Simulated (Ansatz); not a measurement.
# Short convergence ladders for Nb₃Au₂ (I4mm, 5 atoms in the cell)

```yaml
crystal:
  lattice:
    - [-1.71293, 1.71293, 7.68388]
    - [1.71293, -1.71293, 7.68388]
    - [1.71293, 1.71293, -7.68388]
  atoms:
    - { symbol: Nb, position: [0.00325, 0.00325, 0.00000] }
    - { symbol: Nb, position: [0.39924, 0.39924, 0.00000] }
    - { symbol: Nb, position: [0.60076, 0.60076, 0.00000] }
    - { symbol: Au, position: [0.19977, 0.19977, 0.00000] }
    - { symbol: Au, position: [0.80023, 0.80023, 0.00000] }
```

Base method: PBEsol, default PAW files made with PBE (plane waves; Ansatz, a program for electronic structure).

Base settings: basis.ecutwfc = 420 eV; kpoints.mp_grid.grid = 6 6 6; hamiltonian.xc = pbesol; hamiltonian.pseudopotentials = {kind: paw} (the program's default PAW files); scf.occupations.method = fermi_dirac; scf.occupations.width = 0.1 eV.

The count of work is k-points × plane waves × bands × iterations; it is no time. Core times come from one kind of shared machine, to one figure; runs under 30 s give none.

**The cutoff for other potential files**

Level: DFT, PBEsol, plane waves, harder PAW files (source: ansatz) made with PBE.

In this ladder: hamiltonian.pseudopotentials = {kind: paw, source: ansatz}.

The second cell is the first with its lattice scaled by 0.98.

The mesh stays at the base's, so the ladder's end is converged at best in this setting alone.

The first pressure column holds Ansatz's estimate of the finite-basis (Pulay) stress, which hides part of the cutoff error; the other is without it.

Only quantities that move along the ladder and can be compared are tabulated.

```tsv
basis.ecutwfc	free energy less the last step's (meV/atom)	energy of the compressed cell less the first (meV/atom)	pressure (GPa)	pressure without the Pulay estimate (GPa)	largest difference of a force vector from the last step's (eV/Å)	count of work / last	core time / last (rough)
320 eV	2516.65	-28.70	-8.92	-118.60	0.187	0.10	–
390 eV	468.82	-17.55	-7.80	-34.68	0.032	0.14	–
495 eV	27.70	-16.06	-7.73	-10.14	0.002	0.20	–
600 eV	0.90	-15.87	-7.70	-7.80	0.000	0.27	–
710 eV	0.23	-15.87	-7.70	-7.70	0.000	0.36	0.4
850 eV	0.14	-15.87	-7.70	-7.70	0.000	0.46	0.4
1060 eV	0.05	-15.88	-7.70	-7.70	0.000	0.64	0.6
1415 eV	0.00	-15.88	-7.70	-7.70	0.000	1.0	1
```

Coarsest basis.ecutwfc that holds the free energy within 2 meV/atom of the last step, with all finer ones: 600 eV, at 0.27 of the last step's count of work; the step before is off by 28 meV/atom.

Coarsest basis.ecutwfc that holds the forces within 0.005 eV/Å of the last step, with all finer ones: 495 eV, at 0.20 of the last step's count of work; the step before is off by 0.032 eV/Å.

Coarsest basis.ecutwfc that holds the energy of the compressed cell less the first within 0.2 meV/atom of the last step, with all finer ones: 495 eV, at 0.20 of the last step's count of work; the step before is off by 1.7 meV/atom.

The energy difference between the two cells stays within 1 meV/atom of the last step's from 495 eV on, the total only from 600 eV on: much of the error is common to both cells and cancels.

At the lowest cutoff the pressure without the Pulay estimate lies 111 GPa under the last step's, the usual sign of Pulay stress in an incomplete plane-wave basis.

**The relaxed cell against the cutoff**

On Nb3Au2 (I4/mmm, 5 atoms in the cell): atoms on their sites.

In this ladder: relax = cell and atoms.

The mesh stays at the base's, so the ladder's end is converged at best in this setting alone.

Only quantities that move along the ladder and can be compared are tabulated.

```csv
basis.ecutwfc,relaxed volume (Å³/atom),relaxation steps,core time / last (rough)
210 eV,17.970,53,2
250 eV,17.404,24,0.9
295 eV,17.247,13,0.6
355 eV,17.263,8,0.4
420 eV,17.263,6,0.4
505 eV,17.263,6,0.5
630 eV,17.262,6,0.7
840 eV,17.262,6,1
```

Coarsest basis.ecutwfc that holds the relaxed volume within 0.017 Å³/atom of the last step, with all finer ones: 295 eV; the step before is off by 0.14 Å³/atom.

At the lowest cutoff the cell relaxes to a volume 4.1 % larger than at the highest. Ansatz relaxes on a stress corrected for the finite basis.

On the base run: the starting cell comes from a database of computed structures (which also holds hypothetical and non-ambient phases and stackings), without a prior relaxation at this level. Its lattice was rescaled by up to half a per cent. One atom was moved a little off its site on purpose. Spin polarisation is off.

Keys are those of Ansatz 0.2.
